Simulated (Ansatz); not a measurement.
# A computed series for BaTiO3: pressure series

Consider BaTiO3 (space group P4mm, No. 99; a = 3.985 Å, c = 4.204 Å).

Cell and atoms are relaxed at each pressure.

All numbers come from DFT with PBE, PAW potentials and a 420 eV plane-wave cutoff in Ansatz (a program for electronic structure), no SOC, earlier PAW set.

```
variant           smallest direct gap  band gap  lattice parameter a  c/a ratio
----------------  -------------------  --------  -------------------  ---------
base                          2.39 eV   1.85 eV              3.985 Å      1.055
pressure −1 GPa               2.43 eV   1.84 eV              3.986 Å      1.068
pressure 0.3 GPa              2.39 eV   1.85 eV              3.984 Å      1.053
pressure 0.7 GPa              2.37 eV   1.85 eV              3.983 Å      1.049
pressure 1.5 GPa              2.35 eV   1.86 eV              3.981 Å      1.042
pressure 3 GPa                2.31 eV   1.87 eV              3.975 Å      1.032
pressure 5 GPa                2.26 eV   1.88 eV              3.966 Å      1.023
pressure 7.5 GPa              2.19 eV       [?]              3.954 Å      1.014
pressure 10 GPa               2.12 eV       [?]              3.942 Å      1.008
```

Problem. Complete the table.

Solution. 
- pressure 7.5 GPa, band gap: 1.90 eV
- pressure 10 GPa, band gap: 1.92 eV

Load acts through the strain it causes; cell and atoms are relaxed under it. No phonon test of stability was made. No other phases were tried under pressure. All final runs are without spin polarisation.
